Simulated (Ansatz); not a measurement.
System: B-vacancy pair (B on one host Si site, one Si site vacant) in silicon (charge state +1). Method: PBE, PAW (plane waves to 420 eV; Ansatz, a first-principles code).

64-site cell at the relaxed PBE lattice, a 2×2×2 k-point mesh shifted by half a step, smearing 0.01 eV, spin-restricted, no finite-size correction. Energies are static. The charge state is imposed; whether it is stable for some Fermi level was not computed. Forms of the defect that were not tried may lie lower.

Barriers: single points on a 3×3×3 k-point mesh shifted by half a step at the bands' geometries.

The step: one Si atom jumps into the vacancy from a nearby Si site (B-vacancy distance between ideal sites 3.87 → 4.54 Å). Atoms about the jump, Cartesian Å from the middle of the jump, before and after:

| atom | x0 | y0 | z0 | x1 | y1 | z1 |
|---|---|---|---|---|---|---|
| Si1 | -0.76 | 0.70 | -0.77 | 0.76 | -0.70 | 0.77 |
| Si2 | -0.71 | -2.06 | 1.98 | -0.74 | -2.04 | 2.01 |
| Si3 | 2.02 | -2.12 | -0.79 | 2.02 | -2.03 | -0.74 |
| Si4 | -2.08 | -0.72 | -2.10 | -2.10 | -0.71 | -2.15 |
| Si5 | -2.00 | 2.04 | 0.72 | -2.11 | 2.16 | 0.79 |
| Si6 | 0.69 | 2.03 | -2.09 | 0.71 | 2.10 | -2.16 |
| Si7 | 2.04 | 1.05 | 2.38 | 1.87 | 0.89 | 2.16 |
| B8 | 0.63 | 2.07 | 3.40 | 0.67 | 2.05 | 3.39 |

Problem. Predict the transition state.

Solution. 
```
atom      x      y      z
----  -----  -----  -----
Si1   -0.01  -0.41  -0.05
Si2   -0.75  -1.89   1.85
Si3    1.87  -1.91  -0.80
Si4   -1.85  -0.77  -1.89
Si5   -2.01   2.11   0.79
Si6    0.77   2.10  -2.11
Si7    1.95   1.00   2.26
B8     0.63   2.07   3.39
```
It lies 0.69 eV above the start and 0.56 eV above the end. The saddle point's order was not checked.
